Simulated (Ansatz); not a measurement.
## Response to strain in TiPt3

Consider TiPt3 in the Cu3Au type structure (space group Pm-3m, No. 221; relaxed with 0.1 eV smearing).

```yaml
crystal:
  lattice:
    - [3.89962, 0.00000, 0.00000]
    - [0.00000, 3.89962, 0.00000]
    - [0.00000, 0.00000, 3.89962]
  atoms:
    - { symbol: Ti, position: [0.00000, 0.00000, 0.00000] }
    - { symbol: Pt, position: [0.00000, 0.50000, 0.50000] }
    - { symbol: Pt, position: [0.50000, 0.00000, 0.50000] }
    - { symbol: Pt, position: [0.50000, 0.50000, 0.00000] }
```

Cartesian axes are those of the cell as printed.

Strains are applied to the cell and any free atomic positions relax; under biaxial strain the out-of-plane vector relaxes too.

Computed with PBEsol (Ansatz, an electronic-structure program; PAW; 420 eV plane waves; no SOC).

Notes on the quantities. energy relative to the base: free energy F.

```tsv
biaxial strain, plane normal [111], relaxed out of plane (%)	energy relative to the base (meV/atom)
-2.5	33.4
-2	?
-1.5	11.5
-1	5.0
-0.5	1.2
0	0.0
```

### Question
Fit ΔE = Aε² + Bε³ (ε in %) to the rows shown and predict the withheld row.

### Answer
Least squares on the printed values gives A = 4.76 and B = -0.23 meV/atom (largest residual 0.0 meV/atom); this predicts 20.9 meV/atom, and the run gives 20.9 meV/atom, in agreement.

Stability against distortions was not tested. All final runs are without spin polarisation.
